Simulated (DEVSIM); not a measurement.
System: abrupt Si p-n junction, at 500 K.

Layer 1 from the left is Si, thickness (μm) 0.160, Na (cm⁻³) 1.3e15, τn (s) 1.4e-6, τp (s) 1.4e-6. Layer 2 from the left is Si, thickness (μm) 6.50, Nd (cm⁻³) 2.3e17, τn (s) 1.4e-6, τp (s) 1.4e-6.

Left contact: ohmic. Right contact: ohmic. Voltage is applied to the left contact. Recombination: SRH at mid-gap, radiative, Auger. Mobility is μmin + (μ − μmin)/(1 + (N/Nref)^α).

The device is made up for the run: typed textbook-type constants, with dimensions and the other settings drawn at random. Values at 300 K; Nc and Nv go as T^1.5, mobilities as T to minus their exponent, the gap by Varshni's rule with the affinity fixed.

Si: gap (eV) 1.124, affinity (eV) 4.05, permittivity 11.7, Nc (cm⁻³) 2.86e19, Nv (cm⁻³) 3.1e19, μn (cm²/Vs) 1417, μp (cm²/Vs) 470, μn,min 52, μp,min 45, Nref,n 9.7e16, Nref,p 2.2e17, αn 0.68, αp 0.72, T exponent of μn 2.3, T exponent of μp 2.2, B (cm³/s) 4.7e-15, Cn (cm⁶/s) 2.8e-31, Cp (cm⁶/s) 9.9e-32, Varshni α (eV/K) 0.000473, Varshni β (K) 636.

DEVSIM, 1D drift-diffusion, Boltzmann statistics, complete ionisation; no tunnelling, impact ionisation, image-force lowering or self-heating.

Task: What does the simulation give for the potential step across the device at zero bias, the dark forward voltage at 100 A/cm², the largest field in the device at zero bias?

Result: potential step across the device at zero bias 0.359 V; dark forward voltage at 100 A/cm² 0.059 V; largest field in the device at zero bias 37000 V/cm.
